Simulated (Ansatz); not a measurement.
# SiC (model structure, started from the NiAs type, P6₃/mmc, No. 194, 4 atoms in the cell): properties by level of theory

```csv
level (code),lattice parameter a (Å),lattice parameter c (Å)
PBE (Ansatz),2.871,4.754
PBEsol (Ansatz),2.852,4.734
PBE-D3(BJ) (Ansatz),2.843,4.714
```

Ansatz's density-functional and Hartree–Fock values are scalar-relativistic unless marked +SOC, with PAW data made under PBE.

Static lattice: no zero-point or thermal effects.

A model structure was made by putting elements into a prototype or built by hand; it is no filed structure, need not be a known phase, and can be a saddle point held by its symmetry.

Ansatz is a first-principles code.
